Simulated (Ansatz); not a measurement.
Consider TeO$_{2}$ in the fluorite structure (space group Fm-3m, No. 225; a = 5.324 Å; a hypothetical phase, not in the database extracts checked). Axes: x, y, z lie along the cube axes.

Perturbation: the cell is stretched by 3.33 % along x with no lateral relaxation, atoms relaxed at fixed cell.

Levels (all Ansatz, an electronic-structure program, PAW): PBEsol (420 eV, spin-orbit coupling left out); PBEsol+SOC (420 eV, noncollinear with spin-orbit coupling).

The geometry is relaxed with PBEsol.

- PBEsol band gap: 0.62 eV
- PBEsol smallest direct gap: 2.12 eV
- PBEsol electron mass: 0.84 mₑ along k, 0.22 mₑ across (off the special points)
- PBEsol width of the top valence band: 2.98 eV

**Question.** What does PBEsol+SOC give at this geometry for the band gap, smallest direct gap, electron mass and width of the top valence band?

**Answer.** The band gap decreases by 0.045 eV, from 0.62 eV to 0.57 eV; the smallest direct gap drops by 0.043 eV (2.12 eV → 2.07 eV); the electron mass becomes 0.87 mₑ along k, 0.22 mₑ across (off the special points) (PBEsol: 0.84 mₑ along k, 0.22 mₑ across (off the special points)); the width of the top valence band shrinks by 0.12 eV, from 2.98 eV to 2.86 eV.

Single points use the geometry relaxed with PBEsol. The spin-orbit shifts are approximate. Spin-orbit coupling, missing from the scalar runs, can matter with Te. The cells carry an imposed strain or load. Masses are band curvatures over ±0.01 Å⁻¹ around the edge. Along k means along the line from Γ to the band edge. No phonon test of stability was made. Labels are those of the standard path for the cell's own space group.
